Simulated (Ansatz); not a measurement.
System: A15 Mo₃Si. Method: rVV10 (PAW; Ansatz, a first-principles code).

Run with plane-wave cutoff 500 eV, 8×8×8 k mesh, Fermi–Dirac smearing 0.05 eV, no spin polarisation, scalar-relativistic PAW data made under PBE.

Computed at the level's own relaxed cell.

Question: Give the computed volume per atom and equilibrium lattice constant a.

Answer: 
volume per atom: 15.04 Å³/atom
equilibrium lattice constant a: 4.936 Å

Measured, for comparison: lattice constant a 4.889 Å (temperature not stated, copied from a table, unchecked, not corrected to a static lattice; as tabulated in Dopovidi Akademii Nauk Ukrains'koi RSR, Seriya A: Fiziko-Tekhnichni ta Matematichni Nauki 1970, 553 (1970)). Computed (rounded) less measured: lattice constant a not scored (unchecked).

Static lattice: no zero-point or thermal effects.

It cost about 30 core-seconds (a rough figure) of CPU time.
